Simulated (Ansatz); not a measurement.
CF2 on the 1x1 (0001) surface of hcp Ti, one in a 2x2 cell, started at the site 'hollow Ti-Ti-Ti'

Calculation: PBE (plane waves to 420 eV, PAW; Ansatz, an electronic-structure program).

Slab: 19 atoms, 6.8 Å thick at the start under the adsorbate (thin: gaps and levels are the slab's own); k 6x6x1, smearing 0.1 eV, dipole-corrected; 8 atoms held, the rest relaxed; held to the start's symmetry, so lower structures may exist; no spin, no spin-orbit, no U, no dispersion correction. At the end it is bonded to 3 Ti. In PBE this state lies 2.90 eV over the lowest of the starts that converged ('bridge Ti-Ti (span 2.9 Å)', where the adsorbate came apart).

```
Property                                                                                                                  Result
--------------------------------------------------------------------------------------  ----------------------------------------
adsorption energy against CF4(g) − F2(g)                                                                              457 kJ/mol
work function of the top face                                                                                            4.64 eV
change of the work function                                                                                              0.25 eV
change of the step from the bottom to the top vacuum level, against the clean slab                                       0.26 eV
energy released by relaxation                                                                                            0.58 eV
height of the binding atom over the mean of the host atoms within 0.3 Å of the top one                                   1.472 Å
nearest host atoms of the binding atom                                                  Ti at 2.10 Å, Ti at 2.28 Å, Ti at 2.28 Å
largest move of a host atom                                                                                               0.14 Å
cost                                                                                      about 16 core-minutes (a rough figure)
```

A negative adsorption energy means that the adsorbate is more stable on the surface than in its reference.
